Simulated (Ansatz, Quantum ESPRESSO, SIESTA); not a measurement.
## PIr2 (P1, 3 atoms in the cell) computed with different codes at matched settings

Self-consistent single point, at a second geometry (atoms moved at random). First geometry:

```
PIr2
1.0
    0.00000     2.77874     2.77874
    2.77874     0.00000     2.77874
    2.77874     2.77874     0.00000
P Ir
1 2
Cartesian
  0.00000   0.00000   0.00000
  1.38937   1.38937   1.38937
  4.16812   4.16812   4.16812
```

Second geometry:
```
PIr2
1.0
    0.00000     2.77874     2.77874
    2.77874     0.00000     2.77874
    2.77874     2.77874     0.00000
P Ir
1 2
Cartesian
  0.00130  -0.02475   0.00784
  1.41178   1.48740   1.38352
  4.14441   4.09484   4.16613
```

Shared settings, as Ansatz (an electronic-structure program) writes them: kpoints.mp_grid.grid = 10 10 10; scf.occupations.method = gaussian; scf.occupations.width = 0.0037 Ry. Potentials and cutoffs stand in the table.

| code | model | ΔF from the first geometry (meV/atom) | pressure (GPa) | largest force (eV/Å) | cutoff |
|---|---|---|---|---|---|
| SIESTA | LDA PW92, numerical atomic orbitals DZP, PseudoDojo LDA standard norm-conserving potentials (rewritten from UPF to PSML) | 77.0 | -2.90 | 2.797 | grid 300 Ry |
| Ansatz | LDA (PW92), PAW files made with PBE | 63.6 | -5.56 | 2.339 | default |
| Quantum ESPRESSO | LDA (PZ), PSlibrary ultrasoft (LDA) pseudopotentials | 65.7 | -3.92 | 2.419 | 40 Ry |

Size of the force on each atom (eV/Å): Sizes of forces hide their directions.

```json
[
 {"code": "SIESTA", "P1": "0.470", "Ir2": "2.797", "Ir3": "2.351"},
 {"code": "Ansatz", "P1": "0.436", "Ir2": "2.339", "Ir3": "1.941"},
 {"code": "Quantum ESPRESSO", "P1": "0.461", "Ir2": "2.419", "Ir3": "1.997"}
]
```

On Ansatz's run: spin-orbit coupling is off. Spin polarisation is off; with an odd number of electrons in the cell that forces a metal, and a magnetic state may lie lower.

The spread over the programs that give each value: ΔF from the first geometry within 13.4 meV/atom; pressure within 2.66 GPa; largest force within 0.458 eV/Å.

SIESTA uses small atom-centred bases, whose incompleteness enters pressures, forces and empty levels differently from a plane-wave cutoff. Ansatz's pressure is given at a fixed set of plane waves, as the other plane-wave codes print theirs; with its correction for the finite basis it is -5.51 GPa. The same LDA comes in different parametrisations, which differ slightly. In the pressure, SIESTA (by 1.84) lies more than 1 GPa from the median of the plane-wave programs. In the force vectors, SIESTA (by 0.418) lies more than 0.08 eV/Å from the median of the plane-wave programs.

The starting cell comes from a database of computed structures (which also holds hypothetical and non-ambient phases and stackings), without a prior relaxation at this level. For this run, on top of that: atoms moved at random.

Left out of this page: ABINIT (with a known weakness of the program).

Keys are those of Ansatz 0.2.
